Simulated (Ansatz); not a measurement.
Take BP in the zinc blende structure (space group F-43m, No. 216; a = 4.5202 Å) as the base. Axes: x, y, z lie along the cube axes.

It is then changed as follows: biaxial strain −0.91 %, plane normal [001], relaxed out of plane (Cartesian); in-plane vectors clamped, the third vector and the atoms free.

Levels (all Ansatz, a program for electronic structure, PAW): PBEsol (420 eV, scalar-relativistic without spin-orbit coupling); r2SCAN (500 eV, no spin-orbit coupling); HSE06 (420 eV, no spin-orbit coupling).

One geometry, relaxed with PBEsol, under each level:

| level | band gap | lowest conduction level above the VBM at special points | electron mass | pressure |
|---|---|---|---|---|
| PBEsol | 0.99 eV | X 1.08 eV; M 1.23 eV; S 2.11 eV; S₀ 2.11 eV | 1.3 mₑ along k, 0.22 mₑ across (off the special points) | 2.44 GPa |
| r2SCAN | 1.27 eV | X 1.35 eV; M 1.51 eV; S 2.46 eV; S₀ 2.46 eV | 1.3 mₑ along k, 0.22 mₑ across (off the special points) | 4.41 GPa |
| HSE06 | 1.82 eV | X 1.91 eV; M 2.06 eV; S 3.02 eV; Γ 4.31 eV | – | – |

Single points use the geometry relaxed with PBEsol. Their cutoffs differ, which shifts pressures a little. HSE06 was sampled on its mesh, a few special points and the semilocal edge points, so its gap is an upper bound. Effective masses come from finite differences of ±0.01 Å⁻¹. Along k means along the line from Γ to the band edge. Stability against distortions was not tested. Labels are those of the standard path for the cell's own space group.
